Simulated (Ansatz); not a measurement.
Take Rh (space group P6_3/mmc, No. 194; a = 2.675 Å, c = 8.731 Å; a cell from a computed database, its experimental status unchecked) as the base.

Computed with Kohn–Sham DFT with the PBEsol functional, run in Ansatz (a quantum-chemistry and plane-wave program) with PAW and 420 eV plane waves, without spin-orbit coupling.

Before the change:

- Volume per atom: 13.53 Å³
- Band gap: zero

It is then changed as follows: a hydrostatic pressure of 0.7 GPa.

### Question
How does this affect the volume per atom and band gap?

### Answer
The volume per atom decreases by 0.03 Å³, from 13.53 Å³ to 13.50 Å³; the band gap remains zero.

Load acts through the strain it causes; cell and atoms are relaxed under it. Whether these cells are dynamically stable was not tested. The final runs are not spin-polarised. This is not the structure that Rh has at room temperature and ambient pressure.
